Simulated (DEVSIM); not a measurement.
Structure: Schottky contact on n-type Ge, at 300 K.

| layer (left to right) | material | thickness (μm) | Nd (cm⁻³) | τn (s) | τp (s) |
|---|---|---|---|---|---|
| 1 | Ge | 1.20 | 4.5e16 | 1e-5 | 1e-5 |

Left contact: Schottky, work function 4.45 eV, emission velocity 3.3e6 cm/s. Right contact: ohmic. Voltage is applied to the left contact. Recombination: SRH at mid-gap, radiative, Auger. Mobility is μmin + (μ − μmin)/(1 + (N/Nref)^α).

The device is made up for the run: typed textbook-type constants, with dimensions and the other settings drawn at random. Values at 300 K.

| parameter | Ge |
|---|---|
| gap (eV) | 0.664 |
| affinity (eV) | 4 |
| permittivity | 16 |
| Nc (cm⁻³) | 1.04e19 |
| Nv (cm⁻³) | 6e18 |
| μn (cm²/Vs) | 3900 |
| μp (cm²/Vs) | 1900 |
| μn,min | 150 |
| μp,min | 100 |
| Nref,n | 2.6e17 |
| Nref,p | 4e17 |
| αn | 0.56 |
| αp | 0.6 |
| B (cm³/s) | 6.4e-14 |
| Cn (cm⁶/s) | 1e-31 |
| Cp (cm⁶/s) | 1e-31 |

Model (solved in DEVSIM): 1D drift-diffusion, Boltzmann statistics, complete ionisation; no tunnelling, impact ionisation, image-force lowering or self-heating. Metal contacts follow the ideal Schottky-Mott rule: no Fermi-level pinning, no interface dipoles.

Question: Tabulate band edges, carrier densities and field at zero bias.

Answer: Energies count from the Fermi level of the right contact; mesh points crowd at the junctions.

| x (μm) | Ec (eV) | Ev (eV) | n (cm⁻³) | p (cm⁻³) | field (V/cm) |
|---|---|---|---|---|---|
| 0.000 | 0.450 | -0.214 | 2.9e11 | 1.5e15 | -54000 |
| 0.007897 | 0.409 | -0.255 | 1.4e12 | 3.1e14 | -50000 |
| 0.01828 | 0.360 | -0.304 | 9.2e12 | 4.7e13 | -44000 |
| 0.03422 | 0.296 | -0.368 | 1.1e14 | 3.9e12 | -36000 |
| 0.05926 | 0.221 | -0.443 | 2.0e15 | 2.2e11 | -24000 |
| 0.08584 | 0.174 | -0.490 | 1.2e16 | 3.5e10 | -12000 |
| 0.1266 | 0.147 | -0.517 | 3.5e16 | 1.2e10 | -2800 |
| 0.1907 | 0.141 | -0.523 | 4.4e16 | 9.9e9 | -180 |
| 0.2701 | 0.141 | -0.523 | 4.5e16 | 9.7e9 | ≈ 0 |
| 0.3631 | 0.141 | -0.523 | 4.5e16 | 9.7e9 | ≈ 0 |
| 0.4855 | 0.141 | -0.523 | 4.5e16 | 9.7e9 | ≈ 0 |
| 0.6906 | 0.141 | -0.523 | 4.5e16 | 9.7e9 | ≈ 0 |
| 0.8187 | 0.141 | -0.523 | 4.5e16 | 9.7e9 | ≈ 0 |
| 0.9161 | 0.141 | -0.523 | 4.5e16 | 9.7e9 | ≈ 0 |
| 1.016 | 0.141 | -0.523 | 4.5e16 | 9.7e9 | ≈ 0 |
| 1.066 | 0.141 | -0.523 | 4.5e16 | 9.7e9 | ≈ 0 |
| 1.104 | 0.141 | -0.523 | 4.5e16 | 9.7e9 | ≈ 0 |
| 1.133 | 0.141 | -0.523 | 4.5e16 | 9.7e9 | ≈ 0 |
| 1.163 | 0.141 | -0.523 | 4.5e16 | 9.7e9 | ≈ 0 |
| 1.178 | 0.141 | -0.523 | 4.5e16 | 9.7e9 | ≈ 0 |
| 1.189 | 0.141 | -0.523 | 4.5e16 | 9.7e9 | ≈ 0 |
| 1.200 | 0.141 | -0.523 | 4.5e16 | 9.7e9 | ≈ 0 |
